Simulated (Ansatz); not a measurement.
Input and output of a self-consistent single point for Hf2Al3Au (P1, 6 atoms in the cell) (Ansatz, a program for electronic structure).

Computed with LDA (PW92), PAW files made with PBE (plane waves; Ansatz).

```xyz
6
Lattice="2.6471 1.5283 4.2439 -2.6471 1.5283 4.2439 0.0000 -3.0566 4.2439" Properties=species:S:1:pos:R:3 pbc="T T T"
Hf    -0.0416    -0.0615     4.7901
Hf     0.0632    -0.0080     7.8413
Al     1.3137     0.7777     2.1629
Al    -1.3000     0.8199     2.1606
Al    -0.0668    -1.4692     2.1329
Au     0.0315    -0.0588     0.0097
```

Reference input (self-consistent single point, DFT, LDA (PW92), plane waves, PAW files made with PBE): kpoints.mp_grid.grid = 4 4 4; hamiltonian.xc = lda; hamiltonian.pseudopotentials = {kind: paw} (an earlier, softer set of the program's PAW files); scf.occupations.method = fermi_dirac; scf.occupations.width = 0.0073 Ry. This run's input differs from it in these lines:

Ansatz 0.2 input:
```diff
@@ -13,3 +13,3 @@
 kpoints:
-  mp_grid: { grid: [4, 4, 4] }
+  mp_grid: { grid: [7, 7, 7] }
 hamiltonian:
```

Output (repeated stretches shortened):

```
SCF iter   1: F=—  HF=-45402.091017 eV  |F-HF|=—  |Δ(HF+E_count)|=         —  Δρ=3.88e-1  dr2=3.89e2  ethr=3.10e-3  ⟨swp⟩=6.3  Hψ=28998  notcnv=0
all-band conjugate gradients solve this SCF's bands
preconditioner: auto → Kerker (q_TF=auto, 2.616 Å⁻¹)
SCF iter   2: F=—  HF=-45369.075261 eV  |F-HF|=—  |Δ(HF+E_count)|=    3.30e1  Δρ=1.22e-1  dr2=4.26e1  ethr=3.10e-3  ⟨swp⟩=4.1  Hψ=22061  notcnv=0
   [... lines left out ...]
SCF iter   9: F=—  HF=-45363.287787 eV  |F-HF|=—  |Δ(HF+E_count)|=   3.04e-4  Δρ=2.99e-4  dr2=2.51e-4  ethr=1.57e-6  ⟨swp⟩=2.0  Hψ=12989  notcnv=0  defer=63
SCF iter  10: F=—  HF=-45363.287691 eV  |F-HF|=—  |Δ(HF+E_count)|=   9.55e-5  Δρ=7.06e-5  dr2=5.32e-6  ethr=3.13e-7  ⟨swp⟩=2.0  Hψ=13077  notcnv=0  defer=63
SCF iter  11: F=—  HF=-45363.287680 eV  |F-HF|=—  |Δ(HF+E_count)|=   1.16e-5  Δρ=2.54e-5  dr2=7.19e-7  ethr=6.65e-9  ⟨swp⟩=2.0  Hψ=15308  notcnv=0  defer=63
SCF iter  12: F=-45363.287679 eV  HF=-45363.287679 eV  |F-HF|=1.66e-8  |Δ(HF+E_count)|=   2.86e-7  Δρ=5.41e-6  dr2=3.50e-8  ethr=1.25e-10  ⟨swp⟩=10.2  Hψ=43129  notcnv=0
SCF 1 converged in 12 iterations: F = -45363.287679 eV  dr2 = 3.50e-8
Free energy (F): -45363.287679 eV
Internal energy: -45363.149671 eV  (E = F + TS)
E sigma→0 (E₀):  -45363.218675 eV
Entropy (-TS):   -0.138009 eV (-23.001 meV/atom)
Fermi energy:    14.844192 eV
--- Forces (eV/Å), atoms counted from 1 ---
  atom   1  Hf     0.33252227     0.35881545    -0.05115108
  atom   2  Hf    -0.51321613     0.01763282     0.63184398
  atom   3  Al     0.19930755    -0.11591744    -0.28498916
  atom   4  Al    -0.21427163    -0.05317363    -0.41127951
  atom   5  Al     0.34162579    -0.60326580     0.05906260
  atom   6  Au    -0.14596457     0.39589545     0.05650687
--- Stress (GPa, compression-positive) ---
       -4.010784      -0.197563      -0.382683
       -0.197563      -3.839831       0.048412
       -0.382683       0.048412      -4.301701
  P = ⅓ Tr σ = -4.0508 GPa (-40.508 kbar)
  The stress holds the Pulay correction. Without it, at fixed plane waves, as pw.x and ABINIT print it: P = -4.0821 GPa
```

The run converged in 12 iterations. Against the reference run the free energy goes down by 1.7 meV/atom, the pressure stays near -4.05 GPa while the zz stress (positive for compression) goes from -3.96 to -4.30 GPa and the largest force goes from 0.856 to 0.814 eV/Å.

The starting cell comes from a database of computed structures (which also holds hypothetical and non-ambient phases and stackings), without a prior relaxation at this level. Its atoms were displaced at random from the sites of space group no. 166. With a pressure of about -4 GPa the cell is away from its equilibrium volume at this level. Ansatz's pressure includes its estimate of the finite-basis (Pulay) stress.

Cost on one core of a shared machine: roughly 3 min.
